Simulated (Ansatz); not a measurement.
BaInHO₂ (model structure, started from the SrVO2H type, P4/mmm, No. 123, 5 atoms in the cell), treated with r²SCAN (Ansatz, a program for electronic structure, plane waves, PAW).

Input:

Ansatz 0.2 input:
```yaml
crystal:
  lattice:
    - [4.2677719028, 0.0, 0.0]
    - [0.0, 4.2677719028, 0.0]
    - [0.0, 0.0, 3.8928766683]
  atoms:
    - { symbol: Ba, position: [0.5, 0.5, 0.5] }
    - { symbol: In, position: [0.0, 0.0, 0.0] }
    - { symbol: O, position: [0.5, 0.0, 0.0] }
    - { symbol: O, position: [0.0, 0.5, 0.0] }
    - { symbol: H, position: [0.0, 0.0, 0.5] }
basis:
  ecutwfc: 560
  ecutrho_ratio: 4
  xc_grid: 3
kpoints:
  mp_grid: { grid: [8, 8, 10] }
hamiltonian:
  xc: r2scan
  dispersion: none
  pseudopotentials: { kind: paw }
scf:
  occupations: { method: fermi_dirac, width: 0.01 }
output:
  forces: true
  stress: true
  eigenvalues: true
relax:
  f_tol: 0.004
  escape_saddle: false
  max_steps: 80
  cell: { stress_tol: 0.02, fix: [volume] }
```

From the output:

```
Relaxation: its limit of steps is 80 (relax.max_steps)
Crystal: 5 atoms, lattice volume = 70.904 Å³
Basis set: ecut = 560 eV, 2099 PW (Γ), exchange–correlation on 108×108×96 points (27 copies of the dense FFT grid, shifted against one another)
Bands: 23, of which v1, the nominal top of the filled ones, is band 18 counted from 1 (17 counted from 0)
Symmetry: 16 space group operations
Space group: P4/mmm (ITA 123), of the structure as read, at distance tolerance 4.1e-5 Å
k-points: 90 of 640
Functional: x = r2scan, c = r2scan; τ floored in thin density (d = 2e-4 eV/Å³)
SCF iter   1: F=—  HF=-12732.943362 eV  |F-HF|=—  |Δ(HF+E_count)|=         —  Δρ=1.01e-2  dr2=8.19e-2  dr2_τ=1.19e-1
SCF iter   2: F=—  HF=-12733.049700 eV  |F-HF|=—  |Δ(HF+E_count)|=   1.06e-1  Δρ=5.37e-3  dr2=1.25e-2  dr2_τ=1.92e-3
  ...
SCF 1 converged in 7 iterations: F = -12733.047683 eV  dr2 = 1.11e-8
Crystal: 5 atoms, lattice volume = 70.904 Å³
Basis set: ecut = 560 eV, 2107 PW (Γ), exchange–correlation on 108×108×96 points (27 copies of the dense FFT grid, shifted against one another)
Initial density: handed on by an earlier stage of this run
SCF 2 converged in 4 iterations: F = -12733.048122 eV  dr2 = 3.06e-7
Crystal: 5 atoms, lattice volume = 70.904 Å³
SCF 3 converged in 4 iterations: F = -12733.048124 eV  dr2 = 1.94e-9
Crystal: 5 atoms, lattice volume = 70.904 Å³
Basis set: ecut = 560 eV, 2107 PW (Γ), exchange–correlation on 108×108×90 points (27 copies of the dense FFT grid, shifted against one another)
SCF iter   5: F=—  HF=-12733.048142 eV  |F-HF|=—  |Δ(HF+E_count)|=  4.47e-10  Δρ=2.10e-7  dr2=2.11e-11  dr2_τ=3.05e-12
SCF iter   6: F=-12733.048142 eV  HF=-12733.048142 eV  |F-HF|=1.82e-12  |Δ(HF+E_count)|=  1.82e-11  Δρ=5.83e-8  dr2=1.80e-12  dr2_τ=7.19e-14
SCF 4 converged in 6 iterations: F = -12733.048142 eV  dr2 = 1.80e-12
SCF converged after 6 iterations
Free energy (F): -12733.048142 eV
Internal energy: -12733.048142 eV  (E = F + TS)
E sigma→0 (E₀):  -12733.048142 eV
Fermi energy:    9.824087 eV
--- Forces (eV/Å), atoms counted from 1 ---
  atom   1  Ba     0.00000000     0.00000000     0.00000000
  atom   2  In     0.00000000     0.00000000     0.00000000
  atom   3  O      0.00000000     0.00000000     0.00000000
  atom   4  O     -0.00000000    -0.00000000     0.00000000
  atom   5  H     -0.00000000    -0.00000000     0.00000000
--- Stress (GPa, compression-positive) ---
        2.241523      -0.000000       0.000000
       -0.000000       2.241523       0.000000
        0.000000       0.000000       2.240031
  P = ⅓ Tr σ = 2.2410 GPa (22.410 kbar)
```

The cell is one volume of an energy–volume scan, off the minimum.

The PAW data were made under PBE.

Note: the relaxation could raise the start's symmetry but not lower it, so the cell can be a saddle point.

It cost about 70 core-seconds (a rough figure) of CPU time.

A model structure was made by putting elements into a prototype or built by hand; it is no filed structure, need not be a known phase, and can be a saddle point held by its symmetry.
